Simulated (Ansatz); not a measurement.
Reference: monolayer SnSe2, PBE, rigid bands (plane waves, PAW, scalar-relativistic; Ansatz, a first-principles code); axes and stresses refer to this cell.

```yaml
crystal:
  lattice:
    - [3.86814, 0.00000, 0.00000]
    - [-1.93407, 3.34991, 0.00000]
    - [0.00000, 0.00000, 19.09975]
  atoms:
    - { symbol: Sn, position: [0.00000, 0.00000, 0.50000] }
    - { symbol: Se, position: [0.33333, 0.66667, 0.58352] }
    - { symbol: Se, position: [0.66667, 0.33333, 0.41648] }
```

* **electron conductivity mass**: 0.34 mₑ
* **hole conductivity mass**: 0.44 mₑ
* **band gap**: 0.79 eV

Task: Change: biaxial strain +1 %. What happens to electron conductivity mass, hole conductivity mass, band gap?

Result: electron conductivity mass moves little, to 0.35 mₑ; hole conductivity mass moves little, to 0.44 mₑ; band gap goes up to 0.82 eV.

Task: Change: biaxial strain +3 %. What happens to electron conductivity mass, hole conductivity mass, band gap?

Result: electron conductivity mass goes up to 0.36 mₑ; hole conductivity mass goes up to 0.48 mₑ; band gap rises to 0.88 eV.

Task: Change: biaxial strain +5 %. What happens to electron conductivity mass, hole conductivity mass, band gap?

Result: electron conductivity mass goes up to 0.39 mₑ; hole conductivity mass grows to 1.19 mₑ; band gap increases to 0.93 eV.

Task: Change: biaxial strain -1 %. What happens to electron conductivity mass, hole conductivity mass, band gap?

Result: electron conductivity mass moves little, to 0.34 mₑ; hole conductivity mass moves little, to 0.44 mₑ; band gap falls to 0.75 eV.

Task: Change: biaxial strain -2 %. What happens to electron conductivity mass, hole conductivity mass, band gap?

Result: electron conductivity mass moves little, to 0.34 mₑ; hole conductivity mass moves little, to 0.44 mₑ; band gap falls to 0.70 eV.

Task: Change: biaxial strain -3 %. What happens to electron conductivity mass, hole conductivity mass, band gap?

Result: electron conductivity mass drops to 0.33 mₑ; hole conductivity mass rises to 0.45 mₑ; band gap drops to 0.65 eV.

Masses are for dilute carriers at 300 K, harmonic means over directions unless an axis is named. Spin-orbit coupling is left out unless a row names it; without it hole values are far off for these elements. The structure type is held under load, also where the real crystal would transform.

Model free-standing layer, not matched to a measured one here: monolayer SnSe2.
